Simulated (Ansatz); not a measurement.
Consider Os in the hcp (Mg type) structure (space group P6_3/mmc, No. 194; a = 2.7543 Å, c = 4.3474 Å; relaxed with 0.1 eV smearing). Axes: x lies along a and z along c of the hexagonal cell.

(Cell as relaxed with PBE.)

Levels (all Ansatz, a quantum-chemistry and plane-wave program, PAW): PBE (420 eV, spin-orbit coupling left out); r2SCAN (500 eV, spin-orbit coupling left out).

Each level relaxes its own structure.

```tsv
base	PBE	r2SCAN
volume per atom	14.28 Å³	14.02 Å³
lattice parameter a	5.205 bohr	5.174 bohr
band gap	zero	zero
```

One thing is altered: uniaxial stress, 1 GPa compression along x; all other stress components relax to zero.

```csv
quantity,PBE,r2SCAN
"strain response (xx, yy, zz)","(−0.16, +0.04, +0.03) %",?
shortest interatomic distance,5.089 bohr,?
band gap,zero,?
energy relative to the base (free energy F),+0.1 meV/atom,?
```

Problem. Given the PBE results, estimate those of r2SCAN.

Solution. 
- strain response (xx, yy, zz), r2SCAN: (−0.15, +0.03, +0.03) %
- shortest interatomic distance, r2SCAN: 5.056 bohr
- band gap, r2SCAN: zero
- energy relative to the base (free energy F), r2SCAN: +0.1 meV/atom

PBE's shortest interatomic distance lies 0.033 bohr above r2SCAN's (0.6 %); the two agree on the band gap and energy relative to the base. Neither level is exact; r2SCAN is the comparison here, not a measurement.

Stability under load was not tested beyond the relaxation. All final runs are without spin polarisation.
